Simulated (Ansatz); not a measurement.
Pressure series in Cs2SnI6

Consider Cs$_{2}$SnI$_{6}$ (space group Fm-3m, No. 225; a = 11.550 Å).

Cell and atoms are relaxed at each pressure.

Calculations: Ansatz (a quantum-chemistry and plane-wave program), PBEsol, PAW, cutoff 420 eV, scalar-relativistic without spin-orbit coupling.

Task: Only one of these has a band gap. Which?
A. pressure −1 GPa
B. pressure 5 GPa
C. pressure 0.7 GPa
D. pressure 3 GPa
E. pressure 1.5 GPa

Result: A, pressure −1 GPa. Computed: pressure −1 GPa: 0.55 eV; pressure 1.5 GPa: zero; pressure 0.7 GPa: zero; pressure 5 GPa: zero; pressure 3 GPa: zero

Spin-orbit coupling, missing from the scalar runs, can matter with I. Load acts through the strain it causes; cell and atoms are relaxed under it. Whether these cells are dynamically stable was not tested. Competing high-pressure phases were not computed. The final runs are not spin-polarised. A zero or small gap of Cs2SnI6 can be the functional's error rather than a property of the material.
